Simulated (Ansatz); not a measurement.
Re₂C (P6_3/mmc), PBEsol, DFPT electron-phonon coupling, linearised Boltzmann equation run with Ansatz (a program for electronic structure). Phonon-limited resistivity 10.6 μΩ·cm at 300 K along x (a = (2.83, 0.00, 0.00) Å; b = (-1.42, 2.45, 0.00) Å; c = (0.00, 0.00, 9.82) Å), 15.2 μΩ·cm at 400 K, current-weighted mean free path 15.3 nm.

**Question.** What is the classical skin depth at 10 GHz (nonmagnetic, μ₀ = 1.257×10⁻⁶ H/m)?

**Answer.** δ = √(ρ/(π f μ₀)) = 1640 nm.

**Question.** Estimate the resistivity of a 80 nm square wire with diffuse walls from ρ ≈ ρ₀(1 + 3ℓ/4d).

**Answer.** 1 + 0.75 × 15.3/80 = 1.14, so ρ ≈ 12.1 μΩ·cm and a line 1 μm long has 18.9 Ω. The formula is the free-electron limit for d well above ℓ; grain boundaries add to it.

**Question.** Estimate the electronic thermal conductivity at 300 K by the Wiedemann-Franz law (L₀ = 2.44×10⁻⁸ W·Ω/K²).

**Answer.** L₀T/ρ = 2.44×10⁻⁸ × 300/(10.6×10⁻⁸) = 69.1 W/(m·K). Inelastic scattering puts the true Lorenz number somewhat under L₀ near and below the Debye temperature.

A metal at this level (no band gap). Only scattering by harmonic phonons is included (no impurities, grain boundaries, electron-electron scattering or thermal expansion). Spin-orbit coupling is left out, which matters with elements this heavy. Halving the electron mesh (32x32x8) moves the resistivity by up to 4 % at 300 K, the mean free path by up to 8 %. Smearing 0.20 eV; phonons on a 6x6x2 q mesh, which this run doesn't test.

Computed structure with no diffraction record at hand here (it may be known, metastable or hypothetical): Re2C (P6_3/mmc).
